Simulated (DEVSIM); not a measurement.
Structure: Au/SiO2/n-Si capacitor, at 300 K.

Layer 1 from the left is SiO2, thickness (nm) 19.0. Layer 2 from the left is Si, thickness (nm) 17000, Nd (cm⁻³) 1.2e15.

Metal gate on the left, work function 5.1 eV. Fixed charge at the semiconductor interface 0 cm⁻² (in units of +e); no interface traps.

The device is made up for the run: typed textbook-type constants, with dimensions and the other settings drawn at random. Values at 300 K.

SiO2: gap (eV) 9, affinity (eV) 0.9, permittivity 3.9. Si: gap (eV) 1.124, affinity (eV) 4.05, permittivity 11.7, Nc (cm⁻³) 2.86e19, Nv (cm⁻³) 3.1e19.

**Question.** Estimate by hand the flat-band voltage, the threshold voltage, and compare with a numerical solution.

**Answer.** 
- Flat-band voltage: C = 0.182 μF/cm², work-function difference 0.789 V; VFB = φms − qNf/C = 0.79 V; numerical 0.79 V.
- Threshold voltage: φF = 0.300 V, depletion charge √(4εqNφF) = 1.55e-8 C/cm²; VT = VFB − 2φF − Qd/C = 0.10 V; numerical 0.10 V.

Model (solved in DEVSIM): 1D Poisson equation in equilibrium, Boltzmann statistics, complete ionisation; no quantum confinement or tunnelling. Metal contacts follow the ideal Schottky-Mott rule: no Fermi-level pinning, no interface dipoles.
